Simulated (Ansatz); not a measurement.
Base system: NaWO3 in the cubic perovskite structure (space group Pm-3m, No. 221; a = 3.8747 Å).

Calculations: PBEsol (Ansatz, a quantum-chemistry and plane-wave program, PAW, no SOC).

Base values:

- Lattice parameter a = 3.875 Å

The change: cell and atoms relaxed at a pressure of 10 GPa.

Predict the new lattice parameter a.

The lattice parameter a falls by 0.052 Å to 3.823 Å.

Load acts through the strain it causes; cell and atoms are relaxed under it. No phonon test of stability was made. No other phases were tried under pressure. No Hubbard U is applied, and correlation can decide whether such a compound is a metal. The final runs are not spin-polarised. An odd electron count without spin: NaWO3. Many cubic perovskites are stable only at high temperature; tilts and polar distortions were not tested.
